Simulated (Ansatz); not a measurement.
## Ti₂C (space group Fd-3m, No. 227; a cell from a computed database, its experimental status unchecked)

```cif
data_C4Ti8
_chemical_formula_sum 'Ti8 C4'
_space_group_name_H-M_alt 'P 1'
_space_group_IT_number 1
_cell_length_a 6.04493
_cell_length_b 6.04493
_cell_length_c 6.04493
_cell_angle_alpha 60.000
_cell_angle_beta 60.000
_cell_angle_gamma 60.000
loop_
_space_group_symop_operation_xyz
  'x, y, z'
loop_
_atom_site_label
_atom_site_type_symbol
_atom_site_fract_x
_atom_site_fract_y
_atom_site_fract_z
_atom_site_occupancy
Ti1 Ti 0.35729 0.88090 0.88090 1
Ti2 Ti 0.36910 0.36910 0.89271 1
Ti3 Ti 0.88090 0.35729 0.88090 1
Ti4 Ti 0.36910 0.36910 0.36910 1
Ti5 Ti 0.88090 0.88090 0.88090 1
Ti6 Ti 0.36910 0.89271 0.36910 1
Ti7 Ti 0.88090 0.88090 0.35729 1
Ti8 Ti 0.89271 0.36910 0.36910 1
C1 C 0.12500 0.12500 0.12500 1
C2 C 0.62500 0.12500 0.12500 1
C3 C 0.12500 0.12500 0.62500 1
C4 C 0.12500 0.62500 0.12500 1
```

Method: PBEsol in Ansatz (plane waves to 420 eV, PAW, no spin-orbit coupling). Γ-centred 8×8×8 mesh, Fermi–Dirac width 0.05 eV.

```yaml
volume_per_atom: 13.02 Å³
density: 4.58 g/cm³
band_gap: zero
total_energy: -1732.212 eV/atom (σ→0; compares only within this code and set-up)
```

Stability against distortions was not tested. All final runs are without spin polarisation.

Ansatz is an electronic-structure program.
